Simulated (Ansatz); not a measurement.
## ZnSe: band gap against strain

ZnSe (zinc blende, F-43m, 22.346 Å³/atom and stress up to 0.01 GPa in the relaxed cell, cube axes along x, y and z) under an equal strain ε along all three axes. PBEsol in Ansatz, a plane-wave DFT program (PAW, default set), 420 eV, 10×10×10 Γ-centred mesh, Fermi-Dirac smearing 0.05 eV; ions are relaxed, or left where forces stay under 0.02 eV/Å, within the symmetry of each cell. Gaps are the smallest over the k-mesh and a band path, without spin-orbit coupling; in all rows the valence edge lies at Γ and the conduction edge at Γ.

Here s stands for strain and Eg for gap.

```csv
strain (%),gap (eV)
-1.50,1.422
-1.00,1.360
-0.50,1.299
0.00,1.239
0.50,1.180
1.00,1.122
1.50,1.065
3.00,?
```

Problem. Fit Eg against s with a straight line, and predict the withheld value at s = 3.00.

Solution. Means: s 0, Eg 1.2410. About the means, the sum of products is -0.83300 and the sum of squares of s is 7.0000; the slope is their ratio. Least squares gives Eg = 1.2410 - 0.11900·s. Residuals (row less fit): 0.0025, 0.0000, -0.0015, -0.0020, -0.0015, 0.0000, 0.0025; standard error 0.0020 (degrees of freedom: 5). Over these rows the gap moves by -11.90 ± 0.08 eV per unit strain, or -4.0 eV per unit of ln V. At the withheld row, Eg = 1.2410 - 0.11900 × 3.0 = 0.8840 eV. The calculation gives 0.901 eV, 0.0170 eV above the prediction (3.3 % of the range of Eg in the table). The row lies outside the fitted rows, so this is an extrapolation. From the scatter of the fitted rows alone, a prediction at this place has a standard error of 0.0032 eV, so the miss is 5.3 times that.

A polynomial of degree 2 through the 12 other runs of the series gives 0.901 there, so most of the miss is curvature that the fit leaves out. Other structures, which can take over under pressure, weren't tried. Spin-orbit coupling is left out, which can shift this property for ZnSe. Rows are the converged runs of the series near zero and its far end; series whose fitted rows scatter by over a few per cent of the range, as at a crossing or softening among them, aren't shown in this form, nor equations of state whose B0' disagrees with the runs' pressures. Most that stay on the fit to the last digits aren't either.
